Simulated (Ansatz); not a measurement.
Worked example: self-consistent single point of LuAs (Pm-3m, 2 atoms in the cell) in Ansatz (a first-principles code).

Method of the run: LDA (PW92), default PAW files made with PBE (plane waves; Ansatz).

```xyz
2
Lattice="3.4695 0.0000 0.0000 0.0000 3.4695 0.0000 0.0000 0.0000 3.4695" Properties=species:S:1:pos:R:3 pbc="T T T"
Lu     0.0000     0.0000     0.0000
As     1.7347     1.7347     1.7347
```

Reference input (self-consistent single point, DFT, LDA (PW92), plane waves, default PAW files made with PBE): kpoints.mp_grid.grid = 8 8 8; hamiltonian.xc = lda; hamiltonian.pseudopotentials = {kind: paw} (the program's default PAW files); scf.occupations.method = gaussian; scf.occupations.width = 0.0147 Ry. This run's input differs from it in these lines:

Ansatz 0.2 input:
```diff
@@ -11,3 +11,3 @@
   mp_grid:
-    grid: [8, 8, 8]
+    grid: [19, 19, 19]
 hamiltonian:
```

The program printed (abridged):

```
SCF iter   1: F=—  HF=-19268.649512 eV  |F-HF|=—  |Δ(HF+E_count)|=         —  Δρ=6.28e-3  dr2=1.30e-2  ethr=1.77e-3  ⟨swp⟩=5.5  Hψ=24215  notcnv=0
all-band conjugate gradients solve this SCF's bands
preconditioner: auto → Kerker (q_TF=auto, 2.709 Å⁻¹)
SCF iter   2: F=—  HF=-19268.644558 eV  |F-HF|=—  |Δ(HF+E_count)|=   4.95e-3  Δρ=3.55e-3  dr2=4.97e-3  ethr=3.24e-5  ⟨swp⟩=2.0  Hψ=11810  notcnv=0
   [... lines left out ...]
SCF iter   5: F=—  HF=-19268.642656 eV  |F-HF|=—  |Δ(HF+E_count)|=   8.05e-5  Δρ=2.01e-4  dr2=1.51e-5  ethr=9.12e-7  ⟨swp⟩=2.6  Hψ=9264  notcnv=0
SCF iter   6: F=—  HF=-19268.642655 eV  |F-HF|=—  |Δ(HF+E_count)|=   1.13e-6  Δρ=4.65e-5  dr2=9.40e-7  ethr=3.78e-8  ⟨swp⟩=2.1  Hψ=9659  notcnv=0
SCF iter   7: F=—  HF=-19268.642654 eV  |F-HF|=—  |Δ(HF+E_count)|=   1.17e-6  Δρ=9.93e-6  dr2=2.88e-8  ethr=2.50e-10  ⟨swp⟩=6.9  Hψ=40649  notcnv=0
SCF iter   8: F=-19268.642654 eV  HF=-19268.642654 eV  |F-HF|=7.64e-9  |Δ(HF+E_count)|=   7.04e-8  Δρ=5.12e-6  dr2=4.80e-9  ethr=7.19e-11  ⟨swp⟩=6.0  Hψ=26387  notcnv=0
SCF 1 converged in 8 iterations: F = -19268.642654 eV  dr2 = 4.80e-9
Free energy (F): -19268.642654 eV
Internal energy: -19268.621931 eV  (E = F + TS)
E sigma→0 (E₀):  -19268.632292 eV
Entropy (-TS):   -0.020723 eV (-10.361 meV/atom)
Fermi energy:    15.224606 eV
--- Forces (eV/Å), atoms counted from 1 ---
  atom   1  Lu    -0.00000000     0.00000000    -0.00000000
  atom   2  As     0.00000000    -0.00000000     0.00000000
--- Stress (GPa, compression-positive) ---
       -3.909471      -0.000000       0.000000
        0.000000      -3.909471       0.000000
       -0.000000       0.000000      -3.909471
  P = ⅓ Tr σ = -3.9095 GPa (-39.095 kbar)
  The stress holds the Pulay correction. Without it, at fixed plane waves, as pw.x and ABINIT print it: P = -3.9557 GPa
```

The run converged in 8 iterations. Against the reference run the free energy falls by 8.7 meV/atom and the pressure hardly changes (-3.86 to -3.91 GPa).

The starting cell comes from a database of computed structures (which also holds hypothetical and non-ambient phases and stackings), without a prior relaxation at this level. Its lattice was rescaled by a random factor within 2.5 % of one. With a pressure of about -4 GPa the cell is away from its equilibrium volume at this level. Ansatz's pressure includes its estimate of the finite-basis (Pulay) stress. The run gives no clean gap (levels at the Fermi energy touch, overlap or are partly filled at this smearing), which alone does not show that the compound is a metal.
